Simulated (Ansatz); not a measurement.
# SiC under a change: isotropic strain −3.00 %

Base system: SiC in the wurtzite structure (space group P6_3mc, No. 186; a = 3.076 Å, c = 5.048 Å).

It is then changed as follows: the cell is scaled by 0.9700 in all directions, atoms relaxed at fixed cell.

Calculations: PBEsol/PAW in Ansatz (a first-principles code), spin-orbit coupling left out. Settings: 12×12×7 k-points, 0.05 eV Fermi–Dirac smearing.

```json
[
 {"quantity": "volume per atom", "base": "10.34 Å³", "changed": "9.44 Å³", "shift": "-0.90 Å³"},
 {"quantity": "space group", "base": "P6_3mc (No. 186)", "changed": "P6_3mc (No. 186)", "shift": "–"},
 {"quantity": "shortest interatomic distance", "base": "3.559 bohr", "changed": "3.453 bohr", "shift": "-0.106 bohr"},
 {"quantity": "energy relative to the base (free energy F)", "base": "0 meV/atom", "changed": "+63 meV/atom", "shift": "+63 meV/atom"},
 {"quantity": "pressure (mean of the normal stresses, compression positive)", "base": "0.00 GPa", "changed": "24.24 GPa", "shift": "+24.24 GPa"},
 {"quantity": "band gap", "base": "2.12 eV", "changed": "1.95 eV", "shift": "-0.175 eV"},
 {"quantity": "gap character", "base": "indirect, Γ → K", "changed": "indirect, Γ → K", "shift": "–"},
 {"quantity": "smallest direct gap", "base": "3.86 eV", "changed": "4.04 eV", "shift": "+0.18 eV"},
 {"quantity": "mean gap deformation potential ΔEg/Δln V", "base": "–", "changed": "+1.9 eV", "shift": "–"},
 {"quantity": "width of the top valence band", "base": "3.93 eV", "changed": "4.16 eV", "shift": "+0.236 eV"},
 {"quantity": "electron mass", "base": "0.26 mₑ along c, 0.43 mₑ across (at K)", "changed": "0.25 mₑ along c, 0.41 mₑ across (at K)", "shift": "–"},
 {"quantity": "valence-band top at Γ (three highest levels, from the VBM)", "base": "0.00, 0.00, -0.11 eV", "changed": "0.00, 0.00, -0.12 eV", "shift": "–"},
 {"quantity": "valley order (the lowest conduction-band minima on the path, energy above the VBM, named in the base's zone)", "base": "–", "changed": "K (1/3, 1/3, 0) 1.95 eV; M (1/2, 0, 0) 2.81 eV", "shift": "–"}
]
```

Masses are band curvatures over ±0.01 Å⁻¹ around the edge. No phonon test of stability was made.
